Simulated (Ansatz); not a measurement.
The starting structures come from a database of crystals and need not be the phases stable at ambient conditions.

The decay constant κ of evanescent states in the gap governs leakage through a thin film.

Here is the system:

```
CELL_PARAMETERS angstrom
      5.22786     0.00000     0.00000
     -2.33038     4.67973     0.00000
      0.00000     0.00000     4.85861
ATOMIC_POSITIONS crystal
  Si 0.67242 0.02668 0.27070
  Si 0.32758 0.97332 0.77070
  Si 0.02668 0.67242 0.27070
  Si 0.97332 0.32758 0.77070
  N  0.65712 0.09564 0.61502
  N  0.34288 0.90436 0.11502
  N  0.09564 0.65712 0.61502
  N  0.90436 0.34288 0.11502
  O  0.79128 0.79128 0.22129
  O  0.20872 0.20872 0.72129
```

The cell is taken as given; by PBEsol it stands under a pressure of 2.2 GPa.

Transport runs along the normal of the first two printed cell vectors.

The gap is the functional's own. No spin-orbit coupling. Mid-gap values are those at the computed energy nearest the middle.

Q: Compute, with PBEsol (Ansatz, an electronic-structure program), the band gap and the smallest decay constant κ at mid-gap.

A: Gap 4.99 eV on a 6×6×6 mesh; κ = 0.382 1/Å, at the zone centre.
